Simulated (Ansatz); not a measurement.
A15 V3Si (cubic form, which distorts at low temperature) was calculated with LDA (plane waves, PAW; Ansatz, a quantum-chemistry and plane-wave program).

Numerical settings: plane-wave cutoff 520 eV, 12×12×12 k mesh, Fermi–Dirac smearing 0.05 eV, no spin polarisation, scalar-relativistic PAW data made under PBE.

Computed at the level's own relaxed cell.

Predict the equilibrium volume per atom, bulk modulus, equilibrium lattice constant a and pressure derivative B′ of the bulk modulus.


* **equilibrium volume per atom**: 12.22 Å³/atom
* **bulk modulus**: 219 GPa
* **equilibrium lattice constant a**: 4.606 Å
* **pressure derivative B′ of the bulk modulus**: 4.0

The run finds no gap.

Measured, for comparison: equilibrium volume per atom 13.18 Å³/atom, lattice constant a 4.724 Å (temperature not stated, no zero-point or thermal correction; as tabulated in Zeng et al. (2023), arXiv:2309.11055); bulk modulus 171 GPa (300 K, no zero-point or thermal correction, our sources range from 171 to 176; as tabulated in Lu and Klein (1997), arXiv:cond-mat/9704251). Computed (rounded) less measured: equilibrium volume per atom -7.3 %, bulk modulus +28 % (+24 % to +28 % over the range), lattice constant a -2.5 %.

Note: symmetry holds this phase in the static calculation, where it need not be a minimum.

Static lattice: no zero-point or thermal effects.
